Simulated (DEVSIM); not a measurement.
## illuminated Si p-on-n cell, one wavelength

Device: illuminated Si p-on-n cell, one wavelength, at 400 K.

```csv
layer (left to right),material,thickness (μm),Nd (cm⁻³),Na (cm⁻³),τn (s),τp (s),absorption coefficient (cm⁻¹)
1,Si,0.240,-,1.1e19,2.2e-6,1.5e-7,1100
2,Si,110,1.7e15,-,3.8e-6,3.8e-6,1100
```

Left contact: ohmic, minority electron recombination velocity 10 cm/s. Right contact: ohmic, minority hole recombination velocity 80000 cm/s. Voltage is applied to the left contact. Recombination: SRH at mid-gap, radiative, Auger. Light enters at the left, 2.4e16 photons cm⁻² s⁻¹, one pass, no reflection. Mobility is μmin + (μ − μmin)/(1 + (N/Nref)^α).

Constants are typed, rounded textbook-type inputs, not results; the design itself was drawn at random and stands for no fabricated device. Values at 300 K; Nc and Nv go as T^1.5, mobilities as T to minus their exponent, the gap by Varshni's rule with the affinity fixed.

```
parameter               Si
----------------  --------
gap (eV)             1.124
affinity (eV)         4.05
permittivity          11.7
Nc (cm⁻³)          2.86e19
Nv (cm⁻³)           3.1e19
μn (cm²/Vs)           1417
μp (cm²/Vs)            470
μn,min                  52
μp,min                  45
Nref,n              9.7e16
Nref,p              2.2e17
αn                    0.68
αp                    0.72
T exponent of μn       2.3
T exponent of μp       2.2
B (cm³/s)          4.7e-15
Cn (cm⁶/s)         2.8e-31
Cp (cm⁶/s)         9.9e-32
Varshni α (eV/K)  0.000473
Varshni β (K)          636
```

Model (solved in DEVSIM): 1D drift-diffusion, Boltzmann statistics, complete ionisation; no tunnelling, impact ionisation, image-force lowering or self-heating.

- Potential step across the device at zero bias: 0.696 V
- Largest field in the device at zero bias: 210000 V/cm
- Dark forward voltage at 1 A/cm²: 0.470 V
- Dark forward voltage at 100 A/cm²: 0.798 V
- Short-circuit current: 3.34 mA/cm²
- Open-circuit voltage: 0.226 V
- Fill factor: 0.60
- Largest power: 0.453 mW/cm²
- Share of generated pairs collected at short circuit: 0.868

Current under light (generator sign):

```json
[
 {"V (V)": "0.00", "J (mA/cm²)": "3.34"},
 {"V (V)": "0.02", "J (mA/cm²)": "3.33"},
 {"V (V)": "0.04", "J (mA/cm²)": "3.33"},
 {"V (V)": "0.06", "J (mA/cm²)": "3.31"},
 {"V (V)": "0.08", "J (mA/cm²)": "3.29"},
 {"V (V)": "0.10", "J (mA/cm²)": "3.25"},
 {"V (V)": "0.12", "J (mA/cm²)": "3.18"},
 {"V (V)": "0.14", "J (mA/cm²)": "3.05"},
 {"V (V)": "0.16", "J (mA/cm²)": "2.83"},
 {"V (V)": "0.18", "J (mA/cm²)": "2.44"},
 {"V (V)": "0.20", "J (mA/cm²)": "1.74"},
 {"V (V)": "0.22", "J (mA/cm²)": "0.516"},
 {"V (V)": "0.24", "J (mA/cm²)": "-1.65"}
]
```

Dark forward current:

```
V (V)  J (A/cm²)
-----  ---------
0.05      1.7e-5
0.10      8.7e-5
0.20      0.0016
0.25      0.0066
0.30       0.026
0.40        0.28
0.45        0.72
0.55         3.5
0.60         7.3
0.65          15
0.75          55
0.80         100
0.85         180
0.95         430
1.00         580
1.10         940
1.15        1100
1.20        1300
1.30        1800
1.35        2000
```
